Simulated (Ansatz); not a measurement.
The parent structure is WSi$_{2}$ (space group I4/mmm, No. 139; relaxed with 0.1 eV smearing).

```yaml
crystal:
  lattice:
    - [-1.61445, 1.61445, 3.93487]
    - [1.61445, -1.61445, 3.93487]
    - [1.61445, 1.61445, -3.93487]
  atoms:
    - { symbol: Si, position: [0.66548, 0.66548, 0.00000] }
    - { symbol: Si, position: [0.33452, 0.33452, 0.00000] }
    - { symbol: W, position: [0.00000, 0.00000, 0.00000] }
```

Cartesian axes are those of the cell as printed.

Method: plane-wave PAW DFT at the PBE level (Ansatz, a first-principles code, 420 eV), no SOC.

It is then changed as follows: the cell is compressed by 3.00 % along z with no lateral relaxation; the atoms relax in the strained cell.

### Question
Predict the stress tensor and what it implies for the stiffness.

### Answer
Stress of the strained cell less that of the base (GPa, compression positive):
```
    3.0     0.0     0.0
    0.0     3.0     0.0
    0.0     0.0    18.1
```

Then −Δσ_ii/ε with ε = -0.0300 gives secant stiffness values (nonlinear terms included at this strain): C33 ≈ 603 GPa, C13 ≈ 102 GPa and C23 ≈ 102 GPa.

As a check, the harmonic strain energy −½ V₀ Δσ:ε is 23 meV/atom; the computed energy rise is 22 meV/atom.

Stability against distortions was not tested. The final runs are not spin-polarised.
